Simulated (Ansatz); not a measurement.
**Response to strain in Pd**

Consider Pd in the fcc (Cu type) structure (space group Fm-3m, No. 225; a = 3.878 Å; relaxed with 0.1 eV smearing). Axes: x, y, z lie along the cube axes.

Strains are applied to the cell and any free atomic positions relax.

Calculations: PBEsol in Ansatz (plane waves to 420 eV, PAW, spin-orbit coupling left out).

Notes on the quantities. energy relative to the base: free energy F.

```tsv
uniaxial strain ε_zz (%)	energy relative to the base (meV/atom)
-3	10.7
-2.5	7.4
-2	4.7
-1.5	2.6
-1	1.1
-0.5	?
0	0.0
```

Problem. Fit ΔE = Aε² + Bε³ (ε in %) to the rows shown and predict the withheld row.

Solution. Least squares on the printed values gives A = 1.13 and B = -0.020 meV/atom (largest residual 0.1 meV/atom); this predicts 0.3 meV/atom, and the run gives 0.3 meV/atom, in agreement.

Whether these cells are dynamically stable was not tested. All final runs are without spin polarisation.

Ansatz is an electronic-structure program.
